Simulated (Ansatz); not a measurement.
We consider L1₂ (Cu3Au-type) Pt₃Ti, described by PBEsol+SOC (PAW; Ansatz, a first-principles code).

Run with plane-wave cutoff 520 eV, 16×16×16 k mesh, Fermi–Dirac smearing 0.03 eV (set by the program), PAW data made under PBE.

Cell (relaxed at this level):

```
CELL_PARAMETERS angstrom
      3.89744     0.00000     0.00000
      0.00000     3.89744     0.00000
      0.00000     0.00000     3.89744
ATOMIC_POSITIONS crystal
  Ti 0.00000 0.00000 0.00000
  Pt 0.00000 0.50000 0.50000
  Pt 0.50000 0.00000 0.50000
  Pt 0.50000 0.50000 0.00000
```

### Question
Estimate the Poisson ratio, elastic constant C11, Voigt–Reuss–Hill bulk modulus, elastic constant C12 and elastic constant C44 that the calculation returns.

### Answer

Poisson ratio: 0.296
elastic constant C11: 390 GPa
Voigt–Reuss–Hill bulk modulus: 266 GPa
elastic constant C12: 204 GPa
elastic constant C44: 154 GPa

Elastic constants are with the ions relaxed.

The result took very roughly 50 core-minutes.
